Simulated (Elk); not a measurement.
**Worked example: self-consistent single point of Sb (P6_3/mmc, 2 atoms in the cell) in Elk**

Computed with PBEsol, all-electron FP-LAPW, Elk's shipped species files, LAPW+lo basis (Elk).

Input:

```
tasks
  0

xctype
  22

rgkmax
  8.0

gmaxvr
  16.0

nxoapwlo
  1

stype
  1

swidth
  0.00999582

scale
  6.339142761

avec
    1.0000000000    0.0000000079    0.0000000000
   -0.5000000068    0.8660253998    0.0000000000
    0.0000000000    0.0000000000    1.6306785708

atoms
  1   : nspecies
  'Sb.in'   : spfname
  2   : natoms; atposl, bfcmt below
  0.3333333333  0.6666666667  0.2500000000    0.0 0.0 0.0
  0.6666666667  0.3333333333  0.7500000000    0.0 0.0 0.0

ngridk
  8 8 4
```

Output, abridged:

```
│ Elk code version 10.2.4 │

All units are atomic (Hartree, Bohr, etc.)

│ Ground-state run starting from atomic densities │

Lattice vectors :
   6.339142761      0.5007922781E-07   0.000000000
  -3.169571424       5.489858644       0.000000000
   0.000000000       0.000000000       10.33710426

Unit cell volume      :    359.7415429
Brillouin zone volume :   0.6895234045

Muffin-tin inner radius fraction :   0.1000000000E-01

Nuclei treated as point charges

Species :    1 (Sb)
 parameters loaded from : Sb.in
 name : antimony
 nuclear charge    :   -51.00000000
 electronic charge :    51.00000000
 atomic mass :    221954.9019
 muffin-tin radius :    2.600000000
 number of radial points in muffin-tin :    597
 atomic positions (lattice), magnetic fields (Cartesian) :
   1 :   0.33333333  0.16666667  0.25000000    0.00000000  0.00000000  0.00000000
   2 :  -0.33333333 -0.16666667 -0.25000000    0.00000000  0.00000000  0.00000000

Total number of atoms per unit cell :    2

Spin treatment :
 spin-unpolarised

Number of Bravais lattice symmetries :   24
Number of crystal symmetries         :   24
Crystal has inversion symmetry
Real symmetric eigensolver will be used

k-point grid :      8     8     4
k-point offset :    0.000000000       0.000000000       0.000000000
k-point set is reduced with full crystal symmetry group
Total number of k-points :       30

Muffin-tin radius times maximum |G+k| :    8.000000000
 using average radius
Maximum |G+k| for APW functions       :    3.076923077
Maximum (1/2)|G+k|²                   :    4.733727811
Maximum |G| for potential and density :    16.00000000
 potential will be trimmed for |G| > 2 gkmax
Constant for pseudocharge density :   10
Radial integration step length :    4

G-vector grid sizes :     35    35    54
Number of G-vectors :    24827

Maximum angular momentum used for
 APW functions                      :    8
 outer part of muffin-tin           :    6
 inner part of muffin-tin           :    1

Total nuclear charge    :   -102.0000000
Total core charge       :    72.00000000
Total valence charge    :    30.00000000
Total excess charge     :    0.000000000
Total electronic charge :    102.0000000

Effective Wigner radius, rₛ :   0.9442795926

Number of empty states         :    8
Total number of valence states :   23
Total number of core states    :   72

Total number of local-orbitals :   30

Exchange-correlation functional :     22     0     0
 PBEsol, Phys. Rev. Lett. 100, 136406 (2008)
 gradient requirement :    1
 generalised gradient approximation (GGA)

Smearing type :    1
 Methfessel-Paxton order 1, Phys. Rev. B 40, 3616 (1989)
Smearing width :   0.9995820000E-02
Effective electronic temperature (K) :    3156.430308

Mixing type :    3
 Broyden mixing, J. Phys. A: Math. Gen. 17, L317 (1984)

Kohn-Sham potential initialised from atomic data

│ Self-consistent loop started │
│ Loop number : 1 │
 total energy                :     -12970.9073974
│ Loop number : 2 │
 total energy                :     -12970.8707540
RMS change in Kohn-Sham potential (target) :   0.9399002514E-01 (  0.1000000000E-05)
Absolute change in total energy (target)   :   0.3664337825E-01 (  0.1000000000E-03)
│ Loop number : 3 │
 total energy                :     -12970.5382528
RMS change in Kohn-Sham potential (target) :   0.9049983372E-01 (  0.1000000000E-05)
Absolute change in total energy (target)   :   0.3416620751     (  0.1000000000E-03)
│ Loop number : 4 │
 total energy                :     -12966.0790349
RMS change in Kohn-Sham potential (target) :   0.4437203745E-01 (  0.1000000000E-05)
Absolute change in total energy (target)   :    4.544633402     (  0.1000000000E-03)
│ Loop number : 5 │
 total energy                :     -12963.1538065
RMS change in Kohn-Sham potential (target) :   0.1429969797E-01 (  0.1000000000E-05)
Absolute change in total energy (target)   :    4.061386723     (  0.1000000000E-03)
│ Loop number : 6 │
 total energy                :     -12962.0824595
RMS change in Kohn-Sham potential (target) :   0.3378917581E-02 (  0.1000000000E-05)
Absolute change in total energy (target)   :    2.086693717     (  0.1000000000E-03)
│ Loop number : 7 │
 total energy                :     -12961.7441138
RMS change in Kohn-Sham potential (target) :   0.1042374977E-03 (  0.1000000000E-05)
Absolute change in total energy (target)   :   0.8600191215     (  0.1000000000E-03)
│ Loop number : 8 │
 total energy                :     -12961.7436297
RMS change in Kohn-Sham potential (target) :   0.4158955374E-04 (  0.1000000000E-05)
Absolute change in total energy (target)   :   0.2154888817     (  0.1000000000E-03)
│ Loop number : 9 │
 total energy                :     -12961.7401412
RMS change in Kohn-Sham potential (target) :   0.7527449360E-05 (  0.1000000000E-05)
Absolute change in total energy (target)   :   0.5736067047E-01 (  0.1000000000E-03)
│ Loop number : 10 │
 total energy                :     -12961.7398906
RMS change in Kohn-Sham potential (target) :   0.3796686553E-05 (  0.1000000000E-05)
Absolute change in total energy (target)   :   0.1459080463E-01 (  0.1000000000E-03)
│ Loop number : 11 │
 total energy                :     -12961.7397277
RMS change in Kohn-Sham potential (target) :   0.3607582662E-06 (  0.1000000000E-05)
Absolute change in total energy (target)   :   0.3810548526E-02 (  0.1000000000E-03)
│ Loop number : 12 │
 total energy                :     -12961.7397402
RMS change in Kohn-Sham potential (target) :   0.1834070661E-06 (  0.1000000000E-05)
Absolute change in total energy (target)   :   0.9402130800E-03 (  0.1000000000E-03)
│ Loop number : 13 │
 total energy                :     -12961.7397567
RMS change in Kohn-Sham potential (target) :   0.1513118095E-07 (  0.1000000000E-05)
Absolute change in total energy (target)   :   0.2185261746E-03 (  0.1000000000E-03)
│ Loop number : 14 │
 total energy                :     -12961.7397576
RMS change in Kohn-Sham potential (target) :   0.9155542454E-08 (  0.1000000000E-05)
Absolute change in total energy (target)   :   0.5374353168E-04 (  0.1000000000E-03)
Convergence targets achieved

│ Loop number : 15 │

Energies :
 Fermi                       :     0.290650447004
 sum of eigenvalues          :     -7844.55721617
 electron kinetic            :      13675.3808347
 core electron kinetic       :      13380.9408599
 Coulomb                     :     -26301.2442489
 Coulomb potential           :     -21078.4404111
 nuclear-nuclear             :     -1109.45627855
 electron-nuclear            :     -29305.1355296
 Hartree                     :      4113.34755927
 Madelung                    :     -15762.0240434
 xc potential                :     -441.497639747
 exchange                    :     -329.672364805
 correlation                 :     -6.20397866245
 total energy                :     -12961.7397577

Density of states at Fermi energy :    48.29502958
 (states/Hartree/unit cell)

Estimated indirect band gap :   0.3823645565E-02
 from k-point     19 to k-point     17
Estimated direct band gap   :   0.1921230631E-01
 at k-point      5

Charges :
 core                        :    72.00000000
 valence                     :    30.00000000
 interstitial                :    4.254229255
 muffin-tins (core leakage)
  species :    1 (Sb)
   atom    1                 :    48.87288537     (  0.7835662056E-03)
   atom    2                 :    48.87288537     (  0.7835662056E-03)
 total in muffin-tins        :    97.74577074
 total calculated charge     :    101.9948391
 total charge                :    102.0000000
 error                       :   0.5160878604E-02

│ Self-consistent loop stopped │
```

The run converged in 15 iterations. The count includes the last loop, which Elk runs after its targets are met.

The starting cell comes from a database of computed structures (which also holds hypothetical and non-ambient phases and stackings), without a prior relaxation at this level. Spin-orbit coupling is off. Values depend on the basis (sphere radii, cutoffs, local orbitals), which need not be converged. The log's line on a gap gives a spacing of levels on this mesh, which the program prints for metals too.
